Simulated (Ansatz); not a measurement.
Step by step: energy of one form of BaTiO3 over another

We look at the energy of one form of BaTiO3 over another. The value is E(A) − E(B), in meV per atom.

A: BaTiO3 (Amm2), 5 atoms in the cell; spin state with r2SCAN: run without spin.
```xyz
5
Lattice="-3.9636 0.0000 0.0000 0.0000 2.8578 2.8740 0.0000 2.8578 -2.8740" Properties=species:S:1:pos:R:3 pbc="T T T"
Ba     0.0000     2.8578    -2.8453
Ti    -1.9818     2.8578     0.1180
O     -1.9818     4.2469     1.3433
O     -1.9818     1.4687     1.3433
O      0.0000     2.8578    -0.0749
```

B: BaTiO3 (P4mm), 5 atoms in the cell; spin state with r2SCAN: run without spin.
```
BaTiO3
1.0
    3.97211     0.00000     0.00000
    0.00000     3.97211     0.00000
    0.00000     0.00000     4.11294
Ba Ti O
1 1 3
Cartesian
  1.98605   1.98605   2.40616
  0.00000   0.00000   0.42410
  0.00000   1.98605   0.25887
  1.98605   0.00000   0.25887
  0.00000   0.00000   2.24554
```

Ansatz (a program for electronic structure) with PAW potentials; structures come from r2SCAN relaxations, nuclei static, no net charge. Ansatz runs with its default PAW set. A dispersion term (D3(BJ), or D4 for r2SCAN) was computed beside these levels and is taken off wherever the name lacks it. Spin-orbit coupling is left out.

Total energies of the cells in eV, at zero smearing width. They compare only within one column; the weights balance every element.

```csv
cell,atoms,weight,r2SCAN
A: BaTiO3 (Amm2),5,+1,-10183.83525
B: BaTiO3 (P4mm),5,−1,-10183.82746
```

r2SCAN: (-10183.83525) − (-10183.82746) = -0.008 eV; dividing by 5 atoms gives -2 meV/atom.
